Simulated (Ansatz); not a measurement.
Rutile MgH2 was calculated with PBEsol (PAW; Ansatz, an electronic-structure program).

Numerical settings: plane-wave cutoff 520 eV, 8×8×8 k mesh, perturbation theory, force constants from a 4×4×4 q mesh, scalar-relativistic PAW data made under PBE.

Computed at the level's own relaxed cell. Harmonic vibrational thermodynamics at fixed volume:

| T (K) | S_vib (J/K per mol of atoms) | C_V (J/K per mol of atoms) | F_vib (eV/atom) |
|---|---|---|---|
| 0 | 0.00 | 0.00 | 0.1344 |
| 300 | 10.99 | 12.08 | 0.1197 |
| 400 | 14.86 | 14.89 | 0.1063 |
| 500 | 18.43 | 17.11 | 0.0890 |
| 600 | 21.71 | 18.79 | 0.0682 |
| 800 | 27.44 | 20.97 | 0.0171 |
| 1000 | 32.27 | 22.21 | -0.0449 |

The crystal is taken as a harmonic solid at every temperature: melting, phase changes and thermal expansion are not seen.
